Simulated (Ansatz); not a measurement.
**Rh, pressure series**

The parent structure is Rh in the fcc (Cu type) structure (space group Fm-3m, No. 225).

```xyz
1
Lattice="0.0000 1.8900 1.8900 1.8900 0.0000 1.8900 1.8900 1.8900 0.0000" Properties=species:S:1:pos:R:3 pbc="T T T"
Rh     0.0000     0.0000     0.0000
```

Cell and atoms are relaxed at each pressure.

All numbers come from PBEsol (Ansatz, a quantum-chemistry and plane-wave program; PAW; 420 eV plane waves; spin-orbit coupling left out).

Notes on the quantities. enthalpy: H = E + PV relative to the base's energy.

```tsv
change	lattice parameter a	enthalpy
base	3.780 Å	–
pressure −2 GPa	3.789 Å	-0.17 eV/atom
pressure −1 GPa	?	-0.08 eV/atom
pressure 0.9 GPa	3.776 Å	+0.08 eV/atom
pressure 2.1 GPa	3.771 Å	+0.18 eV/atom
pressure 4.5 GPa	3.762 Å	+0.38 eV/atom
pressure 9 GPa	?	+0.75 eV/atom
pressure 15 GPa	?	+1.23 eV/atom
pressure 22.5 GPa	?	+1.83 eV/atom
pressure 30 GPa	3.678 Å	+2.42 eV/atom
```

Some entries are withheld; estimate them.


- pressure −1 GPa, lattice parameter a: 3.784 Å
- pressure 9 GPa, lattice parameter a: 3.744 Å
- pressure 15 GPa, lattice parameter a: 3.723 Å
- pressure 22.5 GPa, lattice parameter a: 3.699 Å

Load acts through the strain it causes; cell and atoms are relaxed under it. Stability against distortions was not tested. No other phases were tried under pressure. The final runs are not spin-polarised.
